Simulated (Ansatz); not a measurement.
Output of an Ansatz run (abridged):

```
WARN ansatz: RAYON_NUM_THREADS=1 ignored (pool sized by the plan → 1); use --threads N
Pseudopotentials: kind: paw
Pseudopotential: Ca, paw, valence charge 10
Pseudopotential: Ge, paw, valence charge 14
Pseudopotential: Au, paw, valence charge 19
Crystal: 5 atoms, lattice volume = 100.843 Å³
Basis set: ecut = 420.4159175005146 eV, 1993 PW (Γ)
Bands: 46, of which v1, the nominal top of the filled ones, is band 38 counted from 1 (37 counted from 0)
Symmetry: 16 space group operations
Space group: I4/mmm (ITA 139), of the structure as read, at distance tolerance 4.7e-5 Å
k-points: 59 of 512
PAW frozen core: Ca, regenerated for the run's functional, and the local potential with it
PAW frozen core: Ge, regenerated for the run's functional, and the local potential with it
PAW frozen core: Au, regenerated for the run's functional, and the local potential with it
Initial density: superposition of atomic densities (neutral atoms: chi_scale 0, normalization atom), corrected by the library's trained network
Initial wavefunctions: pseudopotential atomic-orbital guess
Eigensolver: davidson
Functional: x = slater, c = lda
SCF iter   1: F=—  HF=-35936.408852 eV  |F-HF|=—  |Δ(HF+E_count)|=         —  Δρ=5.61e-3  dr2=1.48e-2  ethr=1.77e-3  ⟨swp⟩=7.1  Hψ=10824  notcnv=0  defer=11
all-band conjugate gradients solve this SCF's bands
preconditioner: auto → Kerker (q_TF=auto, 2.603 Å⁻¹)
SCF iter   2: F=—  HF=-35936.406514 eV  |F-HF|=—  |Δ(HF+E_count)|=   2.34e-3  Δρ=2.85e-3  dr2=3.89e-3  ethr=1.94e-5  ⟨swp⟩=2.0  Hψ=4399  notcnv=0  defer=16
SCF iter   3: F=—  HF=-35936.405887 eV  |F-HF|=—  |Δ(HF+E_count)|=   6.26e-4  Δρ=8.28e-4  dr2=5.55e-4  ethr=5.12e-6  ⟨swp⟩=2.1  Hψ=3471  notcnv=0  defer=16
SCF iter   4: F=—  HF=-35936.405791 eV  |F-HF|=—  |Δ(HF+E_count)|=   9.64e-5  Δρ=2.52e-4  dr2=1.01e-4  ethr=7.30e-7  ⟨swp⟩=2.0  Hψ=4252  notcnv=0  defer=16
SCF iter   5: F=—  HF=-35936.405781 eV  |F-HF|=—  |Δ(HF+E_count)|=   1.03e-5  Δρ=8.29e-5  dr2=1.15e-5  ethr=1.32e-7  ⟨swp⟩=2.0  Hψ=4267  notcnv=0  defer=16
SCF iter   6: F=—  HF=-35936.405929 eV  |F-HF|=—  |Δ(HF+E_count)|=   1.48e-4  Δρ=2.64e-5  dr2=1.22e-6  ethr=1.51e-8  ⟨swp⟩=2.0  Hψ=4270  notcnv=0  defer=16
SCF iter   7: F=—  HF=-35936.405928 eV  |F-HF|=—  |Δ(HF+E_count)|=   4.33e-7  Δρ=1.05e-5  dr2=2.07e-7  ethr=1.60e-9  ⟨swp⟩=2.0  Hψ=4267  notcnv=0  defer=16
SCF iter   8: F=-35936.405928 eV  HF=-35936.405928 eV  |F-HF|=5.38e-9  |Δ(HF+E_count)|=   5.57e-8  Δρ=3.10e-6  dr2=1.30e-8  ethr=1.32e-10  ⟨swp⟩=8.4  Hψ=10693  notcnv=0
SCF 1 converged in 8 iterations: F = -35936.405928 eV  dr2 = 1.30e-8
SCF converged after 8 iterations
Free energy (F): -35936.405928 eV
Harris-Foulkes:  -35936.405928 eV  (|F-HF|=5.38e-9)
Internal energy: -35936.398157 eV  (E = F + TS)
E sigma→0 (E₀):  -35936.402042 eV
Entropy (-TS):   -0.007771 eV (-1.554 meV/atom)
Fermi energy:    13.121016 eV
--- Per-component energies (eV) ---
  E_band       = -988.028350
  E_kinetic    = 1712.306700
  E_local      = -10210.583742  (includes V_loc(G=0)·N_el)
  E_nonlocal   = 1068.576063
  E_hartree    = 4363.450258
  E_xc         = -741.435045
  E_vxc        = -853.424367  (∫ρ·V_xc dr)
  E_paw        = -23543.993438  (= ΣΔE_a)
  E_vpaw       = -1431.800133  (= ΣTr[D̂ρ^β])
  E_aug_tail   = 0.003227  (compensation charges beyond the density's cutoff)
  E_ewald      = -8589.867434
  E_core_change = 5.145254  (= ΣΔE_core)
  E_smearing   = -0.007771  (= −TS)
  E_closure    = -0.000000  (closes the sum)
  Σ components = -35936.405928   (vs F -35936.405928, Δ=0.00e0)
--- Forces (eV/Å), atoms counted from 1 ---
  atom   1  Ca     0.00000000     0.00000000     0.00000000
  atom   2  Ge     0.00000000     0.00000000    -0.17297666
  atom   3  Ge     0.00000000    -0.00000000     0.17297666
  atom   4  Au     0.00000000    -0.00000000     0.00000000
  atom   5  Au     0.00000000    -0.00000000     0.00000000
  max |Σ_I F_I| component: 5.55e-17 eV/Å
--- Stress (GPa, compression-positive) ---
       -3.313943       0.000000       0.000000
        0.000000      -3.313943      -0.000000
        0.000000      -0.000000      -3.124588
  P = ⅓ Tr σ = -3.2508 GPa (-32.508 kbar)
  The stress holds the Pulay correction. Without it, at fixed plane waves, as pw.x and ABINIT print it: P = -3.2805 GPa
--- Band table (eV; the first three rows and the last of 59) ---
  k-point 0: bands = ["-93.2068", "-93.2048", "-44.5396", "-44.5396", "-44.5207", "-44.5137", "-44.5010", "-44.5010", "-27.7985", "-11.7684", "-11.6780", "-11.6780", "-11.6148", "-11.6053", "-11.6031", "-11.5872", "-11.5811", "-11.5811", "-11.5194", [...]
  k-point 1: bands = ["-93.2066", "-93.2049", "-44.5402", "-44.5335", "-44.5201", "-44.5142", "-44.5072", "-44.5005", "-27.7982", "-11.7684", "-11.6787", "-11.6783", "-11.6147", "-11.6048", "-11.6032", "-11.5875", "-11.5817", "-11.5812", "-11.5191", [...]
  k-point 2: bands = ["-93.2063", "-93.2053", "-44.5415", "-44.5222", "-44.5189", "-44.5187", "-44.5154", "-44.4993", "-27.7975", "-11.7683", "-11.6806", "-11.6791", "-11.6142", "-11.6035", "-11.6031", "-11.5884", "-11.5833", "-11.5813", "-11.5185", [...]
  k-point 58: bands = ["-93.2068", "-93.2048", "-44.5396", "-44.5396", "-44.5207", "-44.5137", "-44.5010", "-44.5010", "-27.7984", "-11.7688", "-11.6793", "-11.6793", "-11.6181", "-11.6022", "-11.5997", "-11.5905", "-11.5798", "-11.5798", [...]
```

The structure:

```xyz
5
Lattice="-2.2185 2.2185 5.1224 2.2185 -2.2185 5.1224 2.2185 2.2185 -5.1224" Properties=species:S:1:pos:R:3 pbc="T T T"
Ca     0.0000     0.0000     0.0000
Ge     0.0000     0.0000     3.9096
Ge     0.0000     0.0000     6.3353
Au     0.0000     2.2185     2.5612
Au     2.2185     0.0000     2.5612
```

**Question.** Reconstruct the input of this run.

**Answer.** Other spellings and defaults could give the same log, and not every line can be read from it. The input that was run (DFT, LDA (PW92), plane waves, default PAW files made with PBE):

Ansatz 0.2 input:
```yaml
crystal:
  lattice:
    - [-2.218477, 2.218477, 5.122444]
    - [2.218477, -2.218477, 5.122444]
    - [2.218477, 2.218477, -5.122444]
  atoms:
    - { symbol: Ca, position: [0.000000, 0.000000, 0.000000] }
    - { symbol: Ge, position: [0.381610, 0.381610, 0.000000] }
    - { symbol: Ge, position: [0.618390, 0.618390, 0.000000] }
    - { symbol: Au, position: [0.750000, 0.250000, 0.500000] }
    - { symbol: Au, position: [0.250000, 0.750000, 0.500000] }
basis:
  ecutwfc: 30.9 Ry
kpoints:
  mp_grid: { grid: [8, 8, 8] }
hamiltonian:
  xc: lda
  pseudopotentials: { kind: paw }
scf:
  occupations: { method: gaussian, width: 0.0073 Ry }
output:
  forces: true
  eigenvalues: true
  stress: true
```

The starting cell comes from a database of computed structures (which also holds hypothetical and non-ambient phases and stackings), without a prior relaxation at this level. Its lattice was rescaled by up to half a per cent. Spin-orbit coupling is off. With a pressure of about -3 GPa the cell is away from its equilibrium volume at this level. Ansatz's pressure includes its estimate of the finite-basis (Pulay) stress.

Ansatz is a first-principles code.
